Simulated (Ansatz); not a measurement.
Consider TiTe₂ in the CdI2 type structure (space group P-3m1, No. 164; a = 3.6970 Å, c = 6.3842 Å; layered, stacked along the Cartesian z axis).

Level of theory: PBE-D3(BJ) in Ansatz (plane waves to 420 eV, PAW, scalar-relativistic without spin-orbit coupling).

One change was made to it. Results:

```tsv
quantity	base	after
lattice parameter a	3.697 Å	3.313 Å
band gap	zero	zero
```

**Question.** Which of these changes matches the shifts?
(A) pressure 30 GPa
(B) pressure 100 GPa
(C) pressure −2 GPa
(D) pressure −1 GPa

**Answer.** A, pressure 30 GPa. For comparison, the lattice parameter a in the other runs: pressure 100 GPa gives 3.006 Å; pressure −2 GPa gives 3.751 Å; pressure −1 GPa gives 3.723 Å.

Load acts through the strain it causes; cell and atoms are relaxed under it. Whether these cells are dynamically stable was not tested. No other phases were tried under pressure. The final runs are not spin-polarised.

Ansatz is a first-principles code.
